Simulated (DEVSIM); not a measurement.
System: Mo/Al2O3/p-Ge capacitor, at 300 K.

| layer (left to right) | material | thickness (nm) | Na (cm⁻³) |
|---|---|---|---|
| 1 | Al2O3 | 6.80 | - |
| 2 | Ge | 4200 | 2e16 |

Metal gate on the left, work function 4.6 eV. Fixed charge at the semiconductor interface 0 cm⁻² (in units of +e); no interface traps.

This is a model device: material constants are rounded textbook-type values typed into the input, and sizes, dopings and lifetimes were drawn at random. Values at 300 K.

```tsv
parameter	Al2O3	Ge
gap (eV)	6.8	0.664
affinity (eV)	1.35	4
permittivity	9	16
Nc (cm⁻³)	-	1.04e19
Nv (cm⁻³)	-	6e18
```

Model (solved in DEVSIM): 1D Poisson equation in equilibrium, Boltzmann statistics, complete ionisation; no quantum confinement or tunnelling. Metal contacts follow the ideal Schottky-Mott rule: no Fermi-level pinning, no interface dipoles.

Problem. Tabulate band edges, carrier densities and field at 0.35 V on the gate.

Solution. Energies count from the Fermi level of the right contact; mesh points crowd at the junctions.

| x (μm) | Ec (eV) | Ev (eV) | n (cm⁻³) | p (cm⁻³) | field (V/cm) |
|---|---|---|---|---|---|
| 0.000 | 2.900 | -3.900 | < 1e2 | < 1e2 | 54000 |
| 0.001252 | 2.907 | -3.893 | < 1e2 | < 1e2 | 54000 |
| 0.003265 | 2.918 | -3.882 | < 1e2 | < 1e2 | 54000 |
| 0.005397 | 2.929 | -3.871 | < 1e2 | < 1e2 | 54000 |
| 0.006968 | 0.287 | -0.377 | 1.6e14 | 2.8e12 | 30000 |
| 0.008637 | 0.292 | -0.372 | 1.3e14 | 3.4e12 | 30000 |
| 0.01217 | 0.303 | -0.361 | 8.5e13 | 5.1e12 | 29000 |
| 0.02496 | 0.338 | -0.326 | 2.2e13 | 2.0e13 | 26000 |
| 0.04776 | 0.392 | -0.272 | 2.7e12 | 1.6e14 | 21000 |
| 0.1006 | 0.474 | -0.190 | 1.2e11 | 3.8e15 | 10000 |
| 0.2127 | 0.515 | -0.149 | 2.4e10 | 1.8e16 | 600 |
| 0.6180 | 0.517 | -0.147 | 2.2e10 | 2.0e16 | ≈ 0 |
| 1.341 | 0.517 | -0.147 | 2.2e10 | 2.0e16 | ≈ 0 |
| 2.711 | 0.517 | -0.147 | 2.2e10 | 2.0e16 | ≈ 0 |
| 3.684 | 0.517 | -0.147 | 2.2e10 | 2.0e16 | ≈ 0 |
| 3.976 | 0.517 | -0.147 | 2.2e10 | 2.0e16 | ≈ 0 |
| 4.101 | 0.517 | -0.147 | 2.2e10 | 2.0e16 | ≈ 0 |
| 4.161 | 0.517 | -0.147 | 2.2e10 | 2.0e16 | ≈ 0 |
| 4.191 | 0.517 | -0.147 | 2.2e10 | 2.0e16 | ≈ 0 |
| 4.201 | 0.517 | -0.147 | 2.2e10 | 2.0e16 | ≈ 0 |
| 4.205 | 0.517 | -0.147 | 2.2e10 | 2.0e16 | ≈ 0 |
| 4.207 | 0.517 | -0.147 | 2.2e10 | 2.0e16 | ≈ 0 |
